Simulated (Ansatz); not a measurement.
**Input and output of a self-consistent single point for AlN (F-43m, 2 atoms in the cell) (Ansatz, a first-principles code)**

Method: PBE (plane waves, PAW; Ansatz).

Input as run:

Ansatz 0.2 input:
```yaml
# AlN
crystal:
  lattice:
    - [0.00000000, 2.17460400, 2.17460400]
    - [2.17460400, 0.00000000, 2.17460400]
    - [2.17460400, 2.17460400, 0.00000000]
  atoms:
    - { symbol: Al, position: [0.00000000, 0.00000000, 0.00000000] }
    - { symbol: N, position: [0.75000000, 0.75000000, 0.75000000] }
basis:
  ecutwfc: 420.0
kpoints:
  mp_grid: { grid: [9, 9, 9] }
hamiltonian:
  xc: pbe
  pseudopotentials: { kind: paw }
scf:
  occupations: { method: fixed }
output:
  forces: true
  eigenvalues: true
  stress: true
```

Output (repeated stretches shortened):

```
WARN ansatz: RAYON_NUM_THREADS=1 ignored (pool sized by the plan → 1); use --threads N
Pseudopotentials: kind: paw
Pseudopotential: Al, paw, valence charge 3
Pseudopotential: N, paw, valence charge 5
Crystal: 2 atoms, lattice volume = 20.567 Å³
Basis set: ecut = 420 eV, 411 PW (Γ), exchange–correlation on 48×48×48 points (8 copies of the dense FFT grid, shifted against one another)
Bands: 8, of which v1, the nominal top of the filled ones, is band 4 counted from 1 (3 counted from 0)
Symmetry: 24 space group operations
Space group: F-43m (ITA 216), of the structure as read, at distance tolerance 2.7e-5 Å
k-points: 35 of 729 (time reversal used)
Initial density: superposition of atomic densities (neutral atoms: chi_scale 0, normalization atom), corrected by the library's trained network
Initial wavefunctions: pseudopotential atomic-orbital guess
Eigensolver: davidson
Functional: x = pbe(κ = 0.804, μ = 0.2195149727645171), c = pbe(β = 0.06672455060314922)
SCF iter   1: F=—  HF=-924.192847 eV  |F-HF|=—  |Δ(HF+E_count)|=         —  Δρ=7.18e-4  dr2=2.96e-5  ethr=1.77e-3  ⟨swp⟩=4.6  Hψ=1843  notcnv=0  defer=16
all-band conjugate gradients solve this SCF's bands
preconditioner: auto → none
SCF iter   2: F=—  HF=-924.192999 eV  |F-HF|=—  |Δ(HF+E_count)|=   1.51e-4  Δρ=3.47e-4  dr2=6.80e-6  ethr=3.70e-7  ⟨swp⟩=2.0  Hψ=771  notcnv=0  defer=68
SCF iter   3: F=—  HF=-924.193036 eV  |F-HF|=—  |Δ(HF+E_count)|=   3.68e-5  Δρ=1.44e-4  dr2=3.14e-6  ethr=8.50e-8  ⟨swp⟩=2.0  Hψ=420  notcnv=0  defer=68
iter 4 did not close the SCF: its close was put off for the readings that it lacked (scf_convergence_deferred on its scf_iter line)
SCF iter   4: F=-924.193035 eV  HF=-924.193035 eV  |F-HF|=6.64e-8  |Δ(HF+E_count)|=   1.74e-7  Δρ=1.65e-5  dr2=1.59e-8  ethr=3.93e-8  ⟨swp⟩=2.6  Hψ=405  notcnv=0  defer=68
iter 5 did not close the SCF: its close was put off for the readings that it lacked (scf_convergence_deferred on its scf_iter line)
SCF iter   5: F=-924.193035 eV  HF=-924.193035 eV  |F-HF|=2.06e-9  |Δ(HF+E_count)|=   6.71e-8  Δρ=4.41e-6  dr2=1.16e-9  ethr=1.98e-10  ⟨swp⟩=2.3  Hψ=402  notcnv=0  defer=68
SCF iter   6: F=-924.193035 eV  HF=-924.193035 eV  |F-HF|=1.59e-12  |Δ(HF+E_count)|=   2.30e-9  Δρ=1.73e-7  dr2=2.33e-12  ethr=1.45e-11  ⟨swp⟩=4.0  Hψ=1439  notcnv=0
SCF 1 converged in 6 iterations: F = -924.193035 eV  dr2 = 2.33e-12
SCF converged after 6 iterations
Free energy (F): -924.193035 eV
Harris-Foulkes:  -924.193035 eV  (|F-HF|=1.59e-12)
Internal energy: -924.193035 eV  (E = F + TS)
E sigma→0 (E₀):  -924.193035 eV
Fermi energy:    7.106537 eV
--- Per-component energies (eV) ---
  E_band       = 16.288257
  E_kinetic    = 160.088321
  E_local      = -221.606481  (includes V_loc(G=0)·N_el)
  E_nonlocal   = 55.648969
  E_hartree    = 76.872146
  E_xc         = -102.020052
  E_vxc        = -108.195425  (∫ρ·V_xc dr)
  E_paw        = -595.291798  (= ΣΔE_a)
  E_vpaw       = -23.391527  (= ΣTr[D̂ρ^β])
  E_aug_tail   = 0.000096  (compensation charges beyond the density's cutoff)
  E_ewald      = -297.884237
  E_smearing   = -0.000000  (= −TS)
  E_closure    = -0.000000  (closes the sum)
  Σ components = -924.193035   (vs F -924.193035, Δ=0.00e0)
--- Forces (eV/Å), atoms counted from 1 ---
  atom   1  Al    -0.00000000     0.00000000    -0.00000000
  atom   2  N      0.00000000    -0.00000000     0.00000000
  max |Σ_I F_I| component: 1.11e-16 eV/Å
--- Stress (GPa, compression-positive) ---
        7.660178      -0.000000       0.000000
        0.000000       7.660178       0.000000
       -0.000000       0.000000       7.660178
  P = ⅓ Tr σ = 7.6602 GPa (76.602 kbar)
  The stress holds the Pulay correction. Without it, at fixed plane waves, as pw.x and ABINIT print it: P = 7.1577 GPa
--- Band table (eV; the first three rows and the last of 35) ---
  k-point 0: bands = ["-7.9358", "7.1065", "7.1065", "7.1065", "11.4072", "19.8168", "19.8168", "19.8168"]
  k-point 1: bands = ["-7.7530", "6.1367", "7.0440", "7.0440", "12.1894", "19.3464", "19.9695", "19.9695"]
  k-point 2: bands = ["-7.2403", "4.3030", "6.8940", "6.8940", "13.4180", "18.4305", "19.7357", "19.7357"]
  k-point 34: bands = ["-5.2133", "2.9947", "3.8287", "4.7553", "13.1892", "18.2536", "18.8530", "20.1988"]
```

The run converged in 6 iterations.

The starting cell comes from a database of computed structures (which also holds hypothetical and non-ambient phases and stackings), without a prior relaxation at this level. Its lattice was rescaled by a random factor within 2.5 % of one. With a pressure of about 8 GPa the cell is away from its equilibrium volume at this level. Ansatz's pressure includes its estimate of the finite-basis (Pulay) stress. Without the estimate this run gives 7.16 GPa. Another mesh or the band path of this cell gives a smaller gap, so this value is not converged in the mesh.
